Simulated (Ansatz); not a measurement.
An Ansatz (a quantum-chemistry and plane-wave program) run: FeB4 with a change (pressure 5 GPa); Kohn–Sham DFT with the PBEsol functional, run in Ansatz with PAW and 420 eV plane waves, scalar-relativistic without spin-orbit coupling.

Input:

Ansatz 0.2 input:
```yaml
crystal:
  lattice:
    - [4.4452180335, 0, 0]
    - [0, 5.2502419601, 0]
    - [0, 0, 2.9768500531]
  atoms:
    - { symbol: Fe, position: [0.5, 0, 0] }
    - { symbol: Fe, position: [0, 0.5, 0.5] }
    - { symbol: B, position: [0.1615062732, 0.873890468, 0.5] }
    - { symbol: B, position: [0.8384937268, 0.126109532, 0.5] }
    - { symbol: B, position: [0.6615062732, 0.626109532, 0] }
    - { symbol: B, position: [0.3384937268, 0.373890468, 0] }
    - { symbol: B, position: [0.7492514599, 0.8122320942, 0.5] }
    - { symbol: B, position: [0.2507485401, 0.1877679058, 0.5] }
    - { symbol: B, position: [0.2492514599, 0.6877679058, 0] }
    - { symbol: B, position: [0.7507485401, 0.3122320942, 0] }
basis: { ecutwfc: 420, ecutrho_ratio: 4, xc_grid: 2, fft_grid_basis: typed }
kpoints: { mp_grid: { grid: [9, 8, 14] } }
hamiltonian:
  xc: pbesol
  dispersion: none
  pseudopotentials: { kind: paw }
scf: { occupations: { method: fermi_dirac, width: 0.05 } }
relax: { f_tol: 0.01, max_steps: 60, cell: { stress_tol: 0.02, p_target: 5.0 } }
output: { forces: true, stress: true }
checkpoint: { write: state.ck, write_every: 1000 }
```

Output (explanatory and most iteration lines left out):

```
Relaxation: its limit of steps is 60 (relax.max_steps)
Pseudopotential: Fe, paw, valence charge 16
Pseudopotential: B, paw, valence charge 3
Crystal: 10 atoms, lattice volume = 69.475 Å³
Basis set: ecut = 420 eV, 1347 PW (Γ), exchange–correlation on 60×72×40 points (8 copies of the dense FFT grid, shifted against one another)
Bands: 38, of which v1, the nominal top of the filled ones, is band 28 counted from 1 (27 counted from 0)
Symmetry: 8 space group operations
Space group: Pnnm (ITA 58), of the structure as read, at distance tolerance 4.1e-5 Å
k-points: 200 of 1008
Functional: x = pbesol(κ = 0.804, μ = 0.12345679012345678), c = pbesol(β = 0.046)
SCF iter   1: F=—  HF=-10121.412827 eV  |F-HF|=—  |Δ(HF+E_count)|=         —  Δρ=2.41e-2  dr2=2.85e-1  ethr=1.77e-3  ⟨swp⟩=5.9  Hψ=31592  notcnv=0  defer=175
SCF iter   2: F=—  HF=-10121.361489 eV  |F-HF|=—  |Δ(HF+E_count)|=   5.13e-2  Δρ=1.14e-2  dr2=9.16e-2  ethr=5.08e-4  ⟨swp⟩=2.0  Hψ=10015  notcnv=0  defer=470
SCF 1 converged in 7 iterations: F = -10121.339790 eV  dr2 = 7.51e-8
relax step   1: F+E_penalty+E_count = -10121.33978991 eV  Δ(F+E_penalty+E_count) = +0.000e0 eV  max|allowed force component| = 5.599e-4 eV/Å  Δτ_max = 0.0000 Å  P = +3.002 GPa  Ω = 69.475 Å³  (7 SCF iters, dr2 threshold 1.00e-7 eV, accepted)
[... steps on the carried basis left out ...]
relax step   6: F+E_penalty+E_count = -10121.32829502 eV  Δ(F+E_penalty+E_count) = +8.362e-4 eV  max|allowed force component| = 2.118e-4 eV/Å  Δτ_max = 0.0000 Å  P = +4.986 GPa  Ω = 69.013 Å³  stress off target by 1.68e-2 GPa  SCF on the basis re-selected at this cell (its energy is not comparable with the rows above)  (6 SCF iters)
SCF converged after 6 iterations
Free energy (F): -10121.328295 eV
Internal energy: -10121.299779 eV  (E = F + TS)
E sigma→0 (E₀):  -10121.314037 eV
Entropy (-TS):   -0.028516 eV (-2.852 meV/atom)
Fermi energy:    15.342553 eV
--- Forces (eV/Å), atoms counted from 1 ---
  atom   1  Fe     0.00000000     0.00000000     0.00000000
  atom   2  Fe    -0.00000000     0.00000000     0.00000000
  atom   3  B      0.00019487    -0.00012540     0.00000000
  atom   4  B     -0.00019487     0.00012540     0.00000000
  atom   5  B      0.00019487     0.00012540     0.00000000
  atom   6  B     -0.00019487    -0.00012540     0.00000000
  atom   7  B     -0.00021182     0.00017247    -0.00000000
  atom   8  B      0.00021182    -0.00017247     0.00000000
  atom   9  B     -0.00021182    -0.00017247    -0.00000000
  atom  10  B      0.00021182     0.00017247     0.00000000
--- Stress (GPa, compression-positive) ---
        4.983176       0.000000       0.000000
        0.000000       4.989225      -0.000000
        0.000000      -0.000000       4.984457
  P = ⅓ Tr σ = 4.9856 GPa (49.856 kbar)
--- Relaxed structure (5 steps of the walk, 5 accepted, 1 SCFs on fresh bases) ---
  cell:  # Å, volume = 69.0134 Å³
    - [4.43238106848053, 9.761840755735913e-35, 5.20632015898301e-34]
    - [1.1529699006288122e-34, 5.243674193067347, -9.761811825323943e-34]
    - [3.835190815143612e-34, -5.534878253499444e-34, 2.9693461848258154]
  atoms:
    - { symbol: Fe, position: [0.5, 2.5813147773118392e-22, -2.046334827484508e-36] }
    - { symbol: Fe, position: [9.146363836780088e-22, 0.5, 0.5] }
    - { symbol: B, position: [0.1614036890988111, 0.8741323433884071, 0.5] }
    - { symbol: B, position: [0.838596310901189, 0.12586765661159297, 0.5] }
    - { symbol: B, position: [0.661403689098811, 0.625867656611593, -7.569944384736675e-35] }
    - { symbol: B, position: [0.33859631090118886, 0.37413234338840706, 6.380357283330217e-35] }
    - { symbol: B, position: [0.7490600495865357, 0.8120638295238045, 0.5] }
    - { symbol: B, position: [0.25093995041346434, 0.18793617047619554, 0.5] }
    - { symbol: B, position: [0.24906004958653566, 0.6879361704761957, 1.375264260529251e-34] }
    - { symbol: B, position: [0.7509399504134644, 0.31206382952380446, -8.183647702183062e-35] }
```

Load acts through the strain it causes; cell and atoms are relaxed under it. Whether these cells are dynamically stable was not tested. Competing high-pressure phases were not computed. All final runs are without spin polarisation. The cell was made from FeB4 (space group Pnnm, No. 58; non-magnetic) by this change: pressure 5 GPa.
